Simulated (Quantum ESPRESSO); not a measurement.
## Habitual settings against a tight run: KCaCl3 (Cm, 5 atoms in the cell)

Self-consistent single point.

```
CELL_PARAMETERS angstrom
      3.85804    -3.85950     0.00000
      3.85804     3.85950     0.00000
     -0.00053     0.00000     5.45626
ATOMIC_POSITIONS crystal
  K  0.99805 0.99805 0.99998
  Ca 0.49789 0.49789 0.48521
  Cl 0.49552 0.99942 0.48278
  Cl 0.99942 0.49552 0.48278
  Cl 0.50729 0.50729 0.98514
```

Method of the run: PBEsol, PseudoDojo standard norm-conserving (PBESOL) pseudopotentials (plane waves; Quantum ESPRESSO 7.5).

Base settings: ecutwfc = 75 Ry; occupations = fixed; potentials = {K: K.upf, Ca: Ca.upf, Cl: Cl.upf}; K_POINTS = automatic 3 3 3 0 0 0; nbnd = 28; conv_thr = 1e-08 Ry; mixing_beta = 0.3.

Tight run (finer mesh or higher cutoff; not a proven limit): ecutwfc: 75 Ry → 105 Ry; conv_thr: 1e-08 Ry → 7.3e-11 Ry; K_POINTS: automatic 3 3 3 0 0 0 → automatic 5 5 5 0 0 0. It gave top of the valence band (on the code's own zero) 0.82 eV; gap on the k-point mesh 4.63 eV; pressure -1.87 GPa; largest force (vector length) 0.046 eV/Å.

Quick runs, as changes from the base:
- A: the base itself
- B: ecutwfc: 75 Ry → 60 Ry; occupations: fixed → smearing; nbnd: 28 → default; K_POINTS: automatic 3 3 3 0 0 0 → automatic 2 2 2 1 1 1; smearing: default → gauss; degauss: default → 0.019992 Ry
- C: ecutwfc: 75 Ry → 52 Ry; occupations: fixed → smearing; nbnd: 28 → default; K_POINTS: automatic 3 3 3 0 0 0 → automatic 4 4 4 0 0 0; smearing: default → cold; degauss: default → 0.0147 Ry
- D: ecutwfc: 75 Ry → 38 Ry; K_POINTS: automatic 3 3 3 0 0 0 → automatic 4 4 4 0 0 0

Dashes: time of A, B, under 30 s.

Gaps are read on each run's own mesh, which may miss the band edges.

The count of work is k-points × plane waves × bands × iterations; it is no time. Core times come from one kind of shared machine and are given to one figure; runs under 30 s give none.

The starting cell comes from a database of computed structures (which also holds hypothetical and non-ambient phases and stackings), without a prior relaxation at this level. Its lattice was rescaled by a random factor within 2.5 % of one.

```csv
run,energy less tight (meV/atom),pressure less tight (GPa),largest miss in a force vector (eV/Å),gap on the mesh less tight (eV),count of work / tight,core time / tight (rough)
A,0.7,0.01,0.001,0.079,0.13,–
B,-7.6,-0.22,0.010,1.546,0.021,–
C,14.2,-0.51,0.000,-0.051,0.15,0.3
D,190.4,-3.89,0.002,-0.042,0.11,0.2
```

Among the runs at the tight run's level, the energy misses run from 0.7 to 190.4 meV/atom.

Left out of this page: 2 runs of the series outside the window shown, repeating another row's setting, or not comparable.
